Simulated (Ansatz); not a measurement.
# Input and output of a self-consistent single point for LaC₂ (Immm, 3 atoms in the cell) (Ansatz)

Computed with LDA (PW92), default PAW files made with PBE (plane waves; Ansatz, a quantum-chemistry and plane-wave program).

The input file:

Ansatz 0.2 input:
```yaml
# LaC2
crystal:
  lattice:
    - [-2.00510200, 2.44235000, 2.72872700]
    - [2.00510200, -2.44235000, 2.72872700]
    - [2.00510200, 2.44235000, -2.72872700]
  atoms:
    - { symbol: La, position_ang: [0.00000000, 0.00000000, 0.00000000] }
    - { symbol: C, position_ang: [-0.00000000, 0.65073973, 2.72872700] }
    - { symbol: C, position_ang: [2.00510200, 1.79161027, 0.00000000] }
basis:
  ecutwfc: 420.0 eV
kpoints:
  mp_grid: { grid: [11, 11, 11] }
hamiltonian:
  xc: lda
  pseudopotentials: { kind: paw }
scf:
  occupations: { method: gaussian, width: 0.1 eV }
output:
  forces: true
  eigenvalues: true
  stress: true
```

Output, abridged:

```
WARN ansatz: RAYON_NUM_THREADS=1 ignored (pool sized by the plan → 1); use --threads N
Pseudopotentials: kind: paw
Pseudopotential: La, paw, valence charge 11
Pseudopotential: C, paw, valence charge 4
Crystal: 3 atoms, lattice volume = 53.452 Å³
Basis set: ecut = 420 eV, 1039 PW (Γ)
Bands: 14, of which v1, the nominal top of the filled ones, is band 10 counted from 1 (9 counted from 0)
Symmetry: 8 space group operations
Space group: Immm (ITA 71), of the structure as read, at distance tolerance 3.8e-5 Å
k-points: 216 of 1331
PAW frozen core: La, regenerated for the run's functional, and the local potential with it
PAW frozen core: C, regenerated for the run's functional, and the local potential with it
Initial density: superposition of atomic densities (neutral atoms: chi_scale 0, normalization atom), corrected by the library's trained network
Initial wavefunctions: pseudopotential atomic-orbital guess
Eigensolver: davidson
Functional: x = slater, c = lda
SCF iter   1: F=—  HF=-6562.169234 eV  |F-HF|=—  |Δ(HF+E_count)|=         —  Δρ=6.67e-3  dr2=2.32e-2  ethr=1.77e-3  ⟨swp⟩=4.2  Hψ=13960  notcnv=0
all-band conjugate gradients solve this SCF's bands
preconditioner: auto → Kerker (q_TF=auto, 2.296 Å⁻¹)
SCF iter   2: F=—  HF=-6562.162834 eV  |F-HF|=—  |Δ(HF+E_count)|=   6.40e-3  Δρ=3.78e-3  dr2=7.38e-3  ethr=1.22e-4  ⟨swp⟩=2.3  Hψ=7207  notcnv=0  defer=56
SCF iter   3: F=—  HF=-6562.160385 eV  |F-HF|=—  |Δ(HF+E_count)|=   2.45e-3  Δρ=8.49e-4  dr2=5.54e-4  ethr=3.88e-5  ⟨swp⟩=2.1  Hψ=4408  notcnv=0  defer=56
SCF iter   4: F=—  HF=-6562.160262 eV  |F-HF|=—  |Δ(HF+E_count)|=   1.24e-4  Δρ=2.36e-4  dr2=2.49e-5  ethr=2.91e-6  ⟨swp⟩=2.3  Hψ=4778  notcnv=0  defer=56
SCF iter   5: F=—  HF=-6562.160268 eV  |F-HF|=—  |Δ(HF+E_count)|=   6.05e-6  Δρ=4.18e-5  dr2=1.02e-6  ethr=1.31e-7  ⟨swp⟩=1.8  Hψ=3813  notcnv=0  defer=56
SCF iter   6: F=-6562.160268 eV  HF=-6562.160268 eV  |F-HF|=1.26e-9  |Δ(HF+E_count)|=   3.93e-7  Δρ=1.09e-5  dr2=9.89e-8  ethr=5.26e-10  ⟨swp⟩=7.7  Hψ=16639  notcnv=0
SCF 1 converged in 6 iterations: F = -6562.160268 eV  dr2 = 9.89e-8
SCF converged after 6 iterations
Free energy (F): -6562.160268 eV
Harris-Foulkes:  -6562.160268 eV  (|F-HF|=1.26e-9)
Internal energy: -6562.155589 eV  (E = F + TS)
E sigma→0 (E₀):  -6562.157928 eV
Entropy (-TS):   -0.004679 eV (-1.560 meV/atom)
Fermi energy:    9.745792 eV
--- Per-component energies (eV) ---
  E_band       = -43.230695
  E_kinetic    = 363.536129
  E_local      = -551.913183  (includes V_loc(G=0)·N_el)
  E_nonlocal   = 157.564194
  E_hartree    = 166.088992
  E_xc         = -231.446636
  E_vxc        = -262.970824  (∫ρ·V_xc dr)
  E_paw        = -5427.033412  (= ΣΔE_a)
  E_vpaw       = -81.623034  (= ΣTr[D̂ρ^β])
  E_aug_tail   = 0.000016  (compensation charges beyond the density's cutoff)
  E_ewald      = -1039.400071
  E_core_change = 0.448381  (= ΣΔE_core)
  E_smearing   = -0.004679  (= −TS)
  E_closure    = -0.000000  (closes the sum)
  Σ components = -6562.160268   (vs F -6562.160268, Δ=0.00e0)
--- Forces (eV/Å), atoms counted from 1 ---
  atom   1  La     0.00000000     0.00000000     0.00000000
  atom   2  C      0.00000000    -0.70064448     0.00000000
  atom   3  C      0.00000000     0.70064448     0.00000000
  max |Σ_I F_I| component: 1.58e-30 eV/Å
--- Stress (GPa, compression-positive) ---
       -5.126334       0.000000       0.000000
        0.000000      -8.302400       0.000000
        0.000000       0.000000      -6.500927
  P = ⅓ Tr σ = -6.6432 GPa (-66.432 kbar)
  The stress holds the Pulay correction. Without it, at fixed plane waves, as pw.x and ABINIT print it: P = -6.8860 GPa
--- Band table (eV; the first three rows and the last of 216) ---
  k-point 0: bands = ["-22.9092", "-6.5066", "-6.3797", "-6.2830", "-4.8193", "4.4885", "4.9472", "6.3549", "6.6417", "8.1445", "9.1355", "11.4354", "11.4950", "11.5501"]
  k-point 1: bands = ["-22.9027", "-6.5624", "-6.3977", "-6.3582", "-4.7145", "4.0740", "5.2954", "6.2445", "6.5952", "8.2560", "9.5315", "11.1923", "11.5930", "11.7472"]
  k-point 2: bands = ["-22.8853", "-6.7372", "-6.4523", "-6.4454", "-4.5494", "3.6775", "5.6253", "6.0878", "6.5251", "8.4096", "10.2963", "11.0992", "11.6815", "11.7914"]
  k-point 215: bands = ["-22.8188", "-6.9510", "-6.9138", "-6.5879", "-4.7107", "4.3446", "5.5758", "6.1534", "6.2824", "10.1870", "10.8534", "11.5787", "11.6080", "11.8399"]
```

The run converged in 6 iterations.

The starting cell comes from a database of computed structures (which also holds hypothetical and non-ambient phases and stackings), without a prior relaxation at this level. Its lattice was rescaled by up to half a per cent. With a pressure of about -7 GPa the cell is away from its equilibrium volume at this level. Ansatz's pressure includes its estimate of the finite-basis (Pulay) stress.
